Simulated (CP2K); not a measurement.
## Several settings converged on Ca (Fm-3m, 1 atom in the cell)

```
CELL_PARAMETERS angstrom
      3.95749     0.00000     0.00000
      1.97875     3.42729     0.00000
      1.97875     1.14243     3.23128
ATOMIC_POSITIONS crystal
  Ca 0.00000 0.00000 0.00000
```

Base method: PBEsol, GPW, TZVP-MOLOPT-SR-GTH basis, GTH-PBE potentials (GTH_POTENTIALS) (CP2K).

Base settings: CUTOFF = 500 Ry; REL_CUTOFF = 60 Ry; SMEAR/METHOD = GAUSSIAN; SIGMA = 0.1 eV; KPOINTS/SCHEME = MONKHORST-PACK 5 5 5; XC_FUNCTIONAL = PBE:PBESOL; Ca/BASIS_SET = TZVP-MOLOPT-SR-GTH-q10; Ca/POTENTIAL = GTH-PBE-q10; METHOD = GPW; EPS_DEFAULT = 1e-11.

**The k-point mesh at a smearing width of 0.05 eV**

In this ladder: SIGMA = 0.05 eV.

The second cell is the first with its lattice scaled by 0.98.

Only quantities that move along the ladder and can be compared are tabulated.

```tsv
KPOINTS/SCHEME	free energy less the last step's (meV/atom)	energy of the compressed cell less the first (meV/atom)	pressure (GPa)
MACDONALD 4 4 4 0.125 0.125 0.125	-63.27	-8.99	-1.08
MONKHORST-PACK 5 5 5	8.51	-15.78	-1.40
MACDONALD 6 6 6 0.08333333333 0.08333333333 0.08333333333	28.25	-13.84	-1.28
MACDONALD 8 8 8 0.0625 0.0625 0.0625	0.38	-11.57	-1.17
MONKHORST-PACK 9 9 9	1.22	-9.65	-1.08
MONKHORST-PACK 11 11 11	-0.30	-11.34	-1.16
MACDONALD 14 14 14 0.03571428571 0.03571428571 0.03571428571	-0.79	-10.56	-1.11
MACDONALD 16 16 16 0.03125 0.03125 0.03125	0.00	-10.96	-1.15
```

Coarsest KPOINTS/SCHEME that holds the pressure within 0.1 GPa of the last step, with all finer ones: MACDONALD 8 8 8 0.0625 0.0625 0.0625; the step before is off by 0.13 GPa.

Coarsest KPOINTS/SCHEME that holds the energy of the compressed cell less the first within 1 meV/atom of the last step, with all finer ones: MONKHORST-PACK 11 11 11; the step before is off by 1.3 meV/atom.

Coarsest KPOINTS/SCHEME that holds the free energy within 2 meV/atom of the last step, with all finer ones: MACDONALD 8 8 8 0.0625 0.0625 0.0625; the step before is off by 28 meV/atom.

**The width of Gaussian smearing**

In this ladder: KPOINTS/SCHEME = MACDONALD 8 8 8 0.0625 0.0625 0.0625.

Narrow widths need finer meshes than wide ones, so the last steps can hold mesh noise.

Only quantities that move along the ladder and can be compared are tabulated; pressure and forces are left out, as mesh noise rules them at narrow widths.

| SIGMA | free energy less the last step's (meV/atom) | energy extrapolated to zero width less the last step's (meV/atom) |
|---|---|---|
| 1 eV | -282.48 | -5.40 |
| 0.5 eV | -69.78 | -3.70 |
| 0.3 eV | -25.01 | -4.20 |
| 0.2 eV | -10.64 | -2.70 |
| 0.1 eV | 0.00 | 0.00 |

Widest SIGMA that holds the energy extrapolated to zero width within 2 meV/atom: not settled: the last two steps still differ by 2.7 meV/atom, over half the tolerance, so the ladder does not show it.

Widest SIGMA that holds the free energy within 5 meV/atom: not settled: the last two steps still differ by 11 meV/atom, over half the tolerance, so the ladder does not show it.

The extrapolation to zero width removes most of the smearing's effect on the energy.

On the base run: the starting cell has typed, rounded lattice constants, without a prior relaxation at this level. Its lattice was rescaled by up to half a per cent. Values carry the incompleteness of an atom-centred basis. The potentials were made for another functional than the one used.

Left out of this page: 2 runs of the series outside the window shown, repeating another row's setting, or not comparable.
